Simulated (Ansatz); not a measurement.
The parent structure is Hf in the hcp (Mg type) structure (space group P6_3/mmc, No. 194; relaxed with 0.1 eV smearing).

```xyz
2
Lattice="3.1581 0.0000 0.0000 -1.5791 2.7350 0.0000 0.0000 0.0000 5.0045" Properties=species:S:1:pos:R:3 pbc="T T T"
Hf     1.5791     0.9117     3.7534
Hf     0.0000     1.8233     1.2511
```

Cartesian axes are those of the cell as printed.

The values are results of Kohn–Sham DFT with the PBEsol functional, run in Ansatz (a quantum-chemistry and plane-wave program) with PAW and 420 eV plane waves, no spin-orbit coupling, not measurements.

Strains are applied to the cell and any free atomic positions relax.

One change was made to it. Results:

```tsv
quantity	base	after
pressure (mean of the normal stresses, compression positive)	0.0 GPa	2.3 GPa
shortest interatomic distance	3.096 Å	3.077 Å
energy relative to the base (free energy F)	0 meV/atom	+5.1 meV/atom
```

Question: Which of these changes matches the shifts?
A. uniaxial strain ε_xx = −0.50 %
B. uniaxial strain ε_xx = −2.50 %
C. uniaxial strain ε_xx = +1.00 %
D. uniaxial strain ε_xx = −2.00 %

Answer: D, uniaxial strain ε_xx = −2.00 %. For comparison, the energy relative to the base in the other runs: uniaxial strain ε_xx = +1.00 % gives +1.2 meV/atom; uniaxial strain ε_xx = −2.50 % gives +8.1 meV/atom; uniaxial strain ε_xx = −0.50 % gives +0.3 meV/atom.

Whether these cells are dynamically stable was not tested. All final runs are without spin polarisation.
